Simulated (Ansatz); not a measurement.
# Quick settings and what they miss: SnO (Cmce, 8 atoms in the cell)

Self-consistent single point.

```yaml
crystal:
  lattice:
    - [2.77961, -2.78050, 0.00000]
    - [2.77961, 2.78050, 0.00000]
    - [0.00000, 0.00000, 10.38142]
  atoms:
    - { symbol: Sn, position: [0.73655, 0.26345, 0.86386] }
    - { symbol: Sn, position: [0.26345, 0.73655, 0.13614] }
    - { symbol: Sn, position: [0.76345, 0.23655, 0.36386] }
    - { symbol: Sn, position: [0.23655, 0.76345, 0.63614] }
    - { symbol: O, position: [0.26194, 0.23806, 0.25000] }
    - { symbol: O, position: [0.73806, 0.76194, 0.75000] }
    - { symbol: O, position: [0.23806, 0.26194, 0.75000] }
    - { symbol: O, position: [0.76194, 0.73806, 0.25000] }
```

Method: PBEsol, default PAW files made with PBE (plane waves; Ansatz, an electronic-structure program).

Base settings: basis.ecutwfc = 420 eV; kpoints.mp_grid.grid = 8 8 3; hamiltonian.xc = pbesol; hamiltonian.pseudopotentials = {kind: paw} (the program's default PAW files); scf.occupations.method = fermi_dirac; scf.occupations.width = 0.1 eV.

Tight run (finer mesh or higher cutoff; not a proven limit): basis.ecutwfc: 420 eV → 590 eV; kpoints.mp_grid.grid: 8 8 3 → 11 11 5; scf.convergence.dr2_threshold: default (1e-07 eV) → 1e-09 eV. It gave gap on the k-point mesh 0.72 eV; pressure -7.14 GPa; largest force (vector length) 0.935 eV/Å.

Quick runs, as changes from the base:
- A: the base itself
- B: kpoints.mp_grid.grid: 8 8 3 → 4 4 4; hamiltonian.xc: pbesol → lda; kpoints.mp_grid.shift: default → 0.5 0.5 0.5 [LDA (PW92)]
- C: basis.ecutwfc: 420 eV → 250 eV; kpoints.mp_grid.grid: 8 8 3 → 3 3 3; scf.occupations.width: 0.1 eV → 0.5 eV; scf.convergence.dr2_threshold: default (1e-07 eV) → 0.001 eV
- D: basis.ecutwfc: 420 eV → 335 eV; kpoints.mp_grid.grid: 8 8 3 → 2 2 2; scf.occupations.method: fermi_dirac → methfessel_paxton; scf.occupations.width: 0.1 eV → 0.136 eV; kpoints.mp_grid.shift: default → 0.5 0.5 0.5
- E: basis.ecutwfc: 420 eV → 210 eV; kpoints.mp_grid.grid: 8 8 3 → 2 2 2; hamiltonian.xc: pbesol → lda; scf.occupations.method: fermi_dirac → cold; scf.occupations.width: 0.1 eV → 0.136 eV; scf.convergence.dr2_threshold: default (1e-07 eV) → 0.0001 eV; width narrowed by the program to 0.0747 eV [LDA (PW92)]
- F: basis.ecutwfc: 420 eV → 295 eV; kpoints.mp_grid.grid: 8 8 3 → 4 4 4; hamiltonian.xc: pbesol → lda; scf.occupations.width: 0.1 eV → 0.5 eV; kpoints.mp_grid.shift: default → 0.5 0.5 0.5 [LDA (PW92)]

Energies are extrapolated to zero smearing width, which holds to low order in the width alone.

Dashes: energy of B, E, F, another energy zero; gap of C, F, left out as unsure on this mesh or at this smearing.

Gaps are read on each run's own mesh, which may miss the band edges.

† marks runs with another functional, U, potentials or spin treatment: their distance from the tight run is not a convergence error alone.

The count of work is k-points × plane waves × bands × iterations; it is no time. 

Pressures in the table are Ansatz's without its Pulay estimate, at a fixed set of plane waves; the tight run's value above holds the estimate.

The starting cell comes from a database of computed structures (which also holds hypothetical and non-ambient phases and stackings), without a prior relaxation at this level. Its lattice was rescaled by a random factor within 2.5 % of one. In the base run, with a pressure of about -7 GPa the cell is away from its equilibrium volume at this level.

| run | energy less tight (meV/atom) | pressure less tight (GPa) | largest miss in a force vector (eV/Å) | gap on the mesh less tight (eV) | count of work / tight |
|---|---|---|---|---|---|
| A | 4.2 | -0.35 | 0.007 | -0.090 | 0.18 |
| B† | – | -2.77 | 0.278 | 0.660 | 0.052 |
| C | 1187.3 | -48.13 | 0.142 | – | 0.017 |
| D | 133.0 | -3.77 | 0.040 | 1.877 | 0.0063 |
| E† | – | -146.94 | 0.766 | -0.141 | 0.013 |
| F† | – | -17.50 | 0.217 | – | 0.038 |

The base run finds a smaller gap than the tight one, whose mesh may miss a band edge.

Among the runs at the tight run's level, the energy misses run from 4.2 to 1187.3 meV/atom.

Left out of this page: 2 runs of the series with a known weakness of the program.

Keys are those of Ansatz 0.2.
